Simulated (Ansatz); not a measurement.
We consider cubic perovskite CsHgBr3 (idealised or unconfirmed structure), described by PBE0 (Ansatz, a program for electronic structure, plane waves, PAW).

Run with plane-wave cutoff 460 eV, 6×6×6 k mesh, Fermi–Dirac smearing 0.05 eV, scalar-relativistic PAW data made under PBE.

Computed at the level's own relaxed cell.

Estimate the equilibrium volume per atom, bulk modulus, lattice constant a and pressure derivative B′ of the bulk modulus that the calculation returns.


equilibrium volume per atom: 35.35 Å³/atom
bulk modulus: 26.8 GPa
lattice constant a: 5.612 Å
pressure derivative B′ of the bulk modulus: 5.2

The run finds no gap.

Note: the relaxation could not lower the start's symmetry, so the cell can be a saddle point above a distorted one.

Spin–orbit coupling is not included; it can open a gap where bands touch, and shift volumes and moduli.

Static lattice: no zero-point or thermal effects.

Cost on a shared machine: roughly 70 core-minutes.
